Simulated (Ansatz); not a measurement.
Worked example: self-consistent single point of SrC₂ (P1, 6 atoms in the cell) in Ansatz (an electronic-structure program).

Level of theory: LDA (PW92), default PAW files made with PBE (plane waves; Ansatz).

```yaml
crystal:
  lattice:
    - [3.54678, -2.22691, 0.00000]
    - [3.54678, 2.22691, 0.00000]
    - [-2.39740, 0.00000, 7.45146]
  atoms:
    - { symbol: Sr, position: [0.18110, 0.82344, 0.75671] }
    - { symbol: Sr, position: [0.82117, 0.17883, 0.25000] }
    - { symbol: C, position: [0.42227, 0.12839, 0.55761] }
    - { symbol: C, position: [0.57773, 0.87161, 0.44239] }
    - { symbol: C, position: [0.87161, 0.57773, 0.94239] }
    - { symbol: C, position: [0.12839, 0.42227, 0.05761] }
```

Reference input (self-consistent single point, DFT, LDA (PW92), plane waves, default PAW files made with PBE): basis.ecutwfc = 420 eV; kpoints.mp_grid.grid = 7 7 4; hamiltonian.xc = lda; hamiltonian.pseudopotentials = {kind: paw} (the program's default PAW files); scf.occupations.method = fermi_dirac; scf.occupations.width = 0.01 eV. This run's input differs from it in these lines:

Ansatz 0.2 input:
```diff
@@ -16,3 +16,3 @@
   mp_grid:
-    grid: [7, 7, 4]
+    grid: [16, 16, 8]
 hamiltonian:
```

The program printed (abridged):

```
SCF iter   1: F=—  HF=-7859.803118 eV  |F-HF|=—  |Δ(HF+E_count)|=         —  Δρ=6.44e-3  dr2=4.95e-2  ethr=1.77e-3  ⟨swp⟩=9.9  Hψ=164777  notcnv=0  defer=2
all-band conjugate gradients solve this SCF's bands
preconditioner: auto → Resta (q_TF=auto, 2.239 Å⁻¹)
SCF iter   2: F=—  HF=-7859.788936 eV  |F-HF|=—  |Δ(HF+E_count)|=   1.42e-2  Δρ=2.95e-3  dr2=7.58e-3  ethr=1.37e-4  ⟨swp⟩=3.0  Hψ=47292  notcnv=0  defer=1687
   [... lines left out ...]
SCF iter   4: F=—  HF=-7859.786745 eV  |F-HF|=—  |Δ(HF+E_count)|=   4.80e-5  Δρ=1.00e-4  dr2=1.60e-5  ethr=1.02e-6  ⟨swp⟩=2.2  Hψ=39598  notcnv=0  defer=1707
SCF iter   5: F=—  HF=-7859.786749 eV  |F-HF|=—  |Δ(HF+E_count)|=   3.53e-6  Δρ=5.78e-5  dr2=5.25e-6  ethr=4.45e-8  ⟨swp⟩=2.0  Hψ=33287  notcnv=0  defer=1707
SCF iter   6: F=—  HF=-7859.786748 eV  |F-HF|=—  |Δ(HF+E_count)|=   3.78e-7  Δρ=2.90e-5  dr2=1.33e-6  ethr=1.46e-8  ⟨swp⟩=2.0  Hψ=33245  notcnv=0  defer=1707
SCF iter   7: F=-7859.786748 eV  HF=-7859.786748 eV  |F-HF|=1.71e-8  |Δ(HF+E_count)|=   1.42e-7  Δρ=7.08e-6  dr2=7.19e-8  ethr=2.78e-10  ⟨swp⟩=10.6  Hψ=142908  notcnv=0
SCF 1 converged in 7 iterations: F = -7859.786748 eV  dr2 = 7.19e-8
Free energy (F): -7859.786748 eV
Internal energy: -7859.786748 eV  (E = F + TS)
E sigma→0 (E₀):  -7859.786748 eV
Fermi energy:    4.912811 eV
--- Forces (eV/Å), atoms counted from 1 ---
  atom   1  Sr    -0.00359605    -0.04055491    -0.27063498
  atom   2  Sr    -0.00482078     0.04038677     0.14737667
  atom   3  C     -0.07259663    -0.29509773    -0.14567168
  atom   4  C      0.07643668     0.30469182     0.20297616
  atom   5  C      0.07460683    -0.31805504     0.35157840
  atom   6  C     -0.06996244     0.30861795    -0.28544420
--- Stress (GPa, compression-positive) ---
       -4.144020      -0.074285      -0.217065
       -0.074285      -4.966459       0.007914
       -0.217066       0.007914      -4.733872
  P = ⅓ Tr σ = -4.6148 GPa (-46.148 kbar)
  The stress holds the Pulay correction. Without it, at fixed plane waves, as pw.x and ABINIT print it: P = -4.8319 GPa
```

The run converged in 7 iterations. Against the reference run the free energy is nearly the same (within 1 meV/atom), the pressure stays at -4.61 GPa, the largest force stays at 0.480 eV/Å and the gap on the mesh goes from 2.204 to 2.084 eV.

The starting cell comes from a database of computed structures (which also holds hypothetical and non-ambient phases and stackings), without a prior relaxation at this level. Its lattice was rescaled by up to half a per cent. One atom was moved a little off its site on purpose. With a pressure of about -5 GPa the cell is away from its equilibrium volume at this level. Ansatz's pressure includes its estimate of the finite-basis (Pulay) stress.

Cost on one core of a shared machine: roughly 5 min.
